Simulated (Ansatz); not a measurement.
The reference is CuI in the zinc blende structure (space group F-43m, No. 216; a = 5.939 Å). Axes: x, y, z lie along the cube axes.

The values are results of PBEsol (Ansatz, a first-principles code; PAW; 420 eV plane waves; scalar-relativistic without spin-orbit coupling), not measurements.

Strains are applied to the cell and any free atomic positions relax; under biaxial strain the out-of-plane vector relaxes too.

One change was made to it. Results:

The valley order (the lowest conduction-band minima on the path, energy above the VBM, named in the base's zone) changes from Γ 1.17 eV; L along ⟨111⟩ 2.11 eV; X along ⟨100⟩ 2.47 eV to Γ 1.11 eV; L along [111] 1.94 eV; L along [1-1-1] 2.13 eV; X along [001] 2.45 eV; the pressure (mean of the normal stresses, compression positive) goes from zero to -7.1 kbar; the energy grows by 2.2 meV/atom.

Q: Which change produced these results?
(A) biaxial strain +1.67 %, plane normal [111], relaxed out of plane
(B) biaxial strain −0.83 %, plane normal [111], relaxed out of plane
(C) biaxial strain +1.25 %, plane normal [111], relaxed out of plane

A: C, biaxial strain +1.25 %, plane normal [111], relaxed out of plane. For comparison, the valley order in the other runs: biaxial strain −0.83 %, plane normal [111], relaxed out of plane gives Γ 1.19 eV; L along [1-11] 2.08 eV; L along [111] 2.22 eV; X along [100] 2.43 eV; biaxial strain +1.67 %, plane normal [111], relaxed out of plane gives Γ 1.09 eV; L along [111] 1.88 eV; L along [1-1-1] 2.14 eV; X along [001] 2.44 eV.

With I present, leaving out spin-orbit coupling can change the band edges. The levels and masses belong to the bands next to the band gap. Stability against distortions was not tested. The final runs are not spin-polarised.
